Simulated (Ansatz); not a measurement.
The parent structure is TiO$_{2}$ in the anatase structure (space group I4_1/amd, No. 141; a = 3.7697 Å, c = 9.5521 Å). Axes: x, y, z lie along a, b, c of the conventional cell.

Perturbation: strain tensor (xx, yy, zz, yz, xz, xy) = (−2.63, +0.73, +0.07, +0.12, −0.65, +0.80) %; the atoms relax in the strained cell.

Levels (all Ansatz, an electronic-structure program, PAW): PBEsol (420 eV, scalar-relativistic without spin-orbit coupling); r2SCAN (500 eV, no SOC); HSE06 (420 eV, scalar-relativistic without spin-orbit coupling).

One geometry, relaxed with PBEsol, under each level:

```tsv
level	band gap	lowest conduction level above the VBM at special points	pressure
PBEsol	2.18 eV	Γ 2.18 eV; Z 2.49 eV; T₂ 3.27 eV; Y 3.31 eV	4.60 GPa
r2SCAN	?	?	?
HSE06	3.74 eV	Γ 3.74 eV; Z 4.10 eV; T₂ 4.99 eV	–
```

### Question
Give the withheld r2SCAN results.

### Answer

- r2SCAN, band gap: 2.62 eV
- r2SCAN, lowest conduction level above the VBM at special points: Γ 2.62 eV; Z 2.93 eV; T₂ 3.69 eV; Y 3.73 eV
- r2SCAN, pressure: 6.50 GPa

Single points use the geometry relaxed with PBEsol. Their cutoffs differ, which shifts pressures a little. The hybrid gap comes from the SCF mesh plus the semilocal run's edge points and a few special points and is an upper bound. Stability against distortions was not tested. The base started in C2/c and relaxed to I4_1/amd at this level. All final runs are without spin polarisation. Labels are those of the standard path for the cell's own space group.
